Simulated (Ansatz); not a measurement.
## L1₀ (CuAu-type) FePt: Voigt–Reuss–Hill bulk modulus by level of theory

No measured value is used here.

### Question
Put these levels in order of the Voigt–Reuss–Hill bulk modulus that they give for L1₀ (CuAu-type) FePt, smallest first: LDA (Ansatz, a quantum-chemistry and plane-wave program), PBE (Ansatz), PBE-D3(BJ) (Ansatz).

### Answer
PBE (201 GPa), PBE-D3(BJ) (221 GPa), LDA (250 GPa)

Unless a cell is named, each level is at its own relaxed cell (LDA 13.03, PBE 14.02, PBE-D3(BJ) 13.60 Å³/atom).

Spin-polarised runs: PBE (parallel moments), LDA (parallel moments), PBE-D3(BJ) (parallel moments). Density-functional levels without +SOC have no spin–orbit coupling. PBE-D3(BJ): the dispersion coefficients are held fixed in the derivatives. Each level is taken at its own relaxed cell. Ansatz's density-functional and Hartree–Fock values are scalar-relativistic unless marked +SOC, with PAW data made under PBE.
